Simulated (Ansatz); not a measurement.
# TiHgO₃ (space group R-3c, No. 167; a cell from a computed database, its experimental status unchecked)

```yaml
crystal:
  lattice:
    - [2.68134, 1.54807, 4.54109]
    - [-2.68134, 1.54807, 4.54109]
    - [0.00000, -3.09614, 4.54109]
  atoms:
    - { symbol: Ti, position: [0.50000, 0.50000, 0.50000] }
    - { symbol: Ti, position: [0.00000, 0.00000, 0.00000] }
    - { symbol: Hg, position: [0.25000, 0.25000, 0.25000] }
    - { symbol: Hg, position: [0.75000, 0.75000, 0.75000] }
    - { symbol: O, position: [0.83494, 0.25000, 0.66506] }
    - { symbol: O, position: [0.16506, 0.75000, 0.33494] }
    - { symbol: O, position: [0.66506, 0.83494, 0.25000] }
    - { symbol: O, position: [0.33494, 0.16506, 0.75000] }
    - { symbol: O, position: [0.25000, 0.66506, 0.83494] }
    - { symbol: O, position: [0.75000, 0.33494, 0.16506] }
```

Calculations: PBEsol/PAW in Ansatz (a quantum-chemistry and plane-wave program), no SOC. Γ-centred 8×8×8 mesh, Fermi–Dirac width 0.05 eV.

| Item | Result |
|---|---|
| Volume per atom | 11.31 Å³ |
| Density | 8.71 g/cm³ |
| Band gap | 1.46 eV, direct at Γ |
| Electron mass | 1.2 mₑ along c, 0.32 mₑ across |
| Lowest conduction-band minima above the VBM | Γ 1.46 eV; F (1/2, 0, 1/2) 1.89 eV |
| Total energy | -3565.299 eV/atom (σ→0; compares only within this code and set-up) |

With Hg present, leaving out spin-orbit coupling can change the band edges. Effective masses come from finite differences of ±0.01 Å⁻¹. Whether these cells are dynamically stable was not tested. All final runs are without spin polarisation.
